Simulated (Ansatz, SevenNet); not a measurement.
Elastic constant C11 (GPa) of solids drawn from the class of intermetallic compounds, at two levels: the machine-learned potential SevenNet-0 (trained on PBE and PBE+U data), and r²SCAN (PAW; Ansatz, a first-principles code).

```
solid                   SevenNet-0  r²SCAN  shift (%)
----------------------  ----------  ------  ---------
CsCl-type RuAl                 244     347        +42
fluorite AuAl2                 121     160        +32
L1₂ (Cu3Au-type) Pt3Ti         301     375        +25
CsCl-type CuZn                 118     147        +25
L1₂ (Cu3Au-type) Al3Sc         103     198        +92
fluorite PtAl2                 149     191        +28
CsCl-type PdIn                 120     154        +28
```

The shifts run from +25 % to +92 %, with a median of +28 %.

Of 7 rows, r²SCAN is the larger in 7 and the smaller in 0.

Ansatz's runs of these crystals have no spin polarisation.

Spin–orbit coupling is left out, also for the solids with elements from indium on (fluorite AuAl2, L1₂ (Cu3Au-type) Pt3Ti, fluorite PtAl2, CsCl-type PdIn); its size isn't shown.

Each level is taken at its own relaxed cell. Ansatz's density-functional and Hartree–Fock values are scalar-relativistic unless marked +SOC, with PAW data made under PBE.
